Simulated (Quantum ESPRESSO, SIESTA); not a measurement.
A SIESTA input for a self-consistent single point of GaN (F-43m, 2 atoms in the cell) (DFT, GGA PBE with spin-orbit coupling, numerical atomic orbitals TZP, PseudoDojo PBE fully relativistic norm-conserving potentials (rewritten from UPF to PSML)):

```
# files in the folder: Ga.psml N.psml (PseudoDojo PBE fully relativistic)
SystemName  GaN
SystemLabel gan

NumberOfAtoms                2
NumberOfSpecies              2
%block ChemicalSpeciesLabel
  1 31 Ga
  2 7 N
%endblock ChemicalSpeciesLabel
LatticeConstant              1.0 Ang
%block LatticeVectors
     0.000000000    2.278063000    2.278063000
     2.278063000    0.000000000    2.278063000
     2.278063000    2.278063000    0.000000000
%endblock LatticeVectors
AtomicCoordinatesFormat      Bohr
%block AtomicCoordinatesAndAtomicSpecies
     0.000000000    0.000000000    0.000000000  1
     6.457372747    6.457372747    6.457372747  2
%endblock AtomicCoordinatesAndAtomicSpecies

XC.functional                GGA
XC.authors                   PBE
PAO.BasisSize                TZP
PAO.EnergyShift              0.01 Ry
MeshCutoff                   400 Ry
%block kgrid.MonkhorstPack
    6   0   0  0.0
    0   6   0  0.0
    0   0   6  0.0
%endblock kgrid.MonkhorstPack
OccupationFunction           FD
ElectronicTemperature        10 K
Spin                         spin-orbit
%block DM.InitSpin
  1 0.00 0.00 0.00
  2 0.00 0.00 0.00
%endblock DM.InitSpin

MaxSCFIterations             150
SCF.Mixer.Method             Pulay
SCF.Mixer.Weight             0.25
SCF.Mixer.History            6
SCF.DM.Tolerance             1.0E-04
Diag.ParallelOverK           true
WriteForces                  true
Charge.Mulliken              end
```

Q: Write the same calculation as an input for Quantum ESPRESSO.

A: This is the input that was run; spellings and numerical settings could be chosen otherwise.

```fortran
&CONTROL
 calculation = 'scf',
 prefix = 'GaN',
 outdir = './tmp',
 pseudo_dir = './',
 verbosity = 'high',
 tprnfor = .true.,
 tstress = .true.,
/
&SYSTEM
 ibrav = 2,
 celldm(1) = 8.6098303293,
 nat = 2,
 ntyp = 2,
 ecutwfc = 85,
 occupations = 'fixed',
 nbnd = 30,
 noncolin = .true.,
 lspinorb = .true.,
/
&ELECTRONS
 conv_thr = 1.0d-10,
 mixing_beta = 0.4,
/
ATOMIC_SPECIES
Ga    69.7230  Ga.upf
N     14.0070  N.upf
ATOMIC_POSITIONS {angstrom}
Ga    0.0000000000    0.0000000000    0.0000000000
N    -3.4170945000    3.4170945000    3.4170945000
K_POINTS {automatic}
6 6 6  0 0 0
```

Basis settings and potentials, where a program has them, do not carry over. This input uses DFT, PBE, spin-orbit coupling, plane waves, PseudoDojo fully relativistic norm-conserving (PBE) pseudopotentials. Both were run: largest force 0.002 eV/Å in SIESTA and 0.000 in Quantum ESPRESSO; gap on the mesh 1.574 eV in SIESTA and 1.540 in Quantum ESPRESSO.

On Quantum ESPRESSO: the starting cell comes from a database of computed structures (which also holds hypothetical and non-ambient phases and stackings), without a prior relaxation at this level. Its lattice was rescaled by a random factor within 2.5 % of one.

On SIESTA: the starting cell comes from a database of computed structures (which also holds hypothetical and non-ambient phases and stackings), without a prior relaxation at this level. Its lattice was rescaled by a random factor within 2.5 % of one. Values carry the incompleteness of an atom-centred basis.
